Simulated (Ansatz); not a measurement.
Ansatz (a first-principles code) run on Sc3V (P6_3/mmc, 8 atoms in the cell): self-consistent single point.

Computed with PBEsol, default PAW files made with PBE (plane waves; Ansatz).

```
Sc3V
1.0
    6.33422     0.00000     0.00000
   -3.16711     5.48559     0.00000
    0.00000     0.00000     4.92338
Sc V
6 2
Direct
  0.34251   0.17125   0.75000
  0.65749   0.82874   0.25000
  0.17125   0.34251   0.25000
  0.82874   0.65749   0.75000
  0.82874   0.17125   0.75000
  0.17125   0.82874   0.25000
  0.66667   0.33333   0.25000
  0.33333   0.66667   0.75000
```
Moments meant for the start (each program seeds them in its own way; μB, in the order of the atoms Sc Sc Sc Sc Sc Sc V V): 0.0 0.0 0.0 0.0 0.0 0.0 2.0 2.0.

Reference input (self-consistent single point, DFT, PBEsol, plane waves, default PAW files made with PBE): basis.ecutwfc = 420 eV; kpoints.mp_grid.grid = 5 5 6; hamiltonian.xc = pbesol; hamiltonian.pseudopotentials = {kind: paw} (the program's default PAW files); magnetization.spin_polarized = true; scf.occupations.method = gaussian; scf.occupations.width = 0.1 eV. This run's input differs from it in these lines:

```diff
@@ -5,2 +5,3 @@
     - [0.000000, 0.000000, 4.923380]
+  symmetry: { detect: false }
   atoms:
```

The program printed (abridged):

```
SCF iter   1: F=—  HF=-18438.211775 eV  |F-HF|=—  |Δ(HF+E_count)|=         —  Δρ=4.21e-2 (↑4.21e-2 ↓1.89e-2)  dr2=2.71e0  dr2_m=1.11e0  M=1.904 μB ∫|m|=2.828 μB  β_m=0.30  ethr=2.86e-3  ⟨swp⟩=1.0  Hψ=40686  notcnv=0
Mixer restart at iter 1: flushing history
all-band conjugate gradients solve this SCF's bands
preconditioner: auto → Kerker (q_TF=auto, 2.460 Å⁻¹)
spin=Collinear: Kerker preconditioning applied to the charge; magnetization (m = ρ↑ − ρ↓) channel mixes plain (no charge-response kernel on spin).
   [... lines left out ...]
SCF iter  22: F=—  HF=-18437.275603 eV  |F-HF|=—  |Δ(HF+E_count)|=   1.39e-7  Δρ=5.11e-6 (↑2.27e-6 ↓5.11e-6)  dr2=6.57e-8  dr2_m=8.57e-9  M=-0.000 μB ∫|m|=5.834 μB  β_m=0.95  ethr=7.16e-10  ⟨swp⟩=2.0  Hψ=14507  notcnv=0  defer=570
SCF iter  23: F=-18437.275603 eV  HF=-18437.275603 eV  |F-HF|=5.08e-8  |Δ(HF+E_count)|=   1.22e-8  Δρ=3.39e-6 (↑3.39e-6 ↓1.34e-6)  dr2=5.65e-8  dr2_m=2.87e-9  M=-0.000 μB ∫|m|=5.834 μB  ethr=7.14e-11  ⟨swp⟩=8.0  Hψ=33574  notcnv=0
SCF 1 converged in 23 iterations: F = -18437.275603 eV  dr2 = 5.65e-8
WARN: the starting moments were not kept: 1 of 2 ended reversed and 1 kept their direction, counting a site from 0.1 μB …
   [... lines left out ...]
Absolute magnetization: 5.9347 μB (∫|ρ↑−ρ↓|, with the PAW one-centre terms)
Free energy (F): -18437.275603 eV
Fermi energy:    10.536876 eV
   [... lines left out ...]
  atom   8  V      0.00000317     0.00000453     0.00000005
--- Stress (GPa, compression-positive) ---
       -1.806568      -0.000010      -0.000000
       -0.000010      -1.806576      -0.000000
       -0.000000      -0.000000      -2.140818
  P = ⅓ Tr σ = -1.9180 GPa (-19.180 kbar)
  The stress holds the Pulay correction. Without it, at fixed plane waves, as pw.x and ABINIT print it: P = -1.9360 GPa
```

The run converged in 23 iterations. Against the reference run the free energy falls by 19.3 meV/atom, the pressure goes from -2.68 to -1.92 GPa, the largest force goes from 0.016 to 0.096 eV/Å and the size of the net moment goes from 0.37 to 0.00 μB/atom.

The starting cell comes from a database of computed structures (which also holds hypothetical and non-ambient phases and stackings), without a prior relaxation at this level. The magnetic order is the one reached from the typed start; others were not searched systematically. The program warned that a starting moment was not kept. Ansatz's pressure includes its estimate of the finite-basis (Pulay) stress.

Cost on one core of a shared machine: roughly 5 min.

Keys are those of Ansatz 0.2.
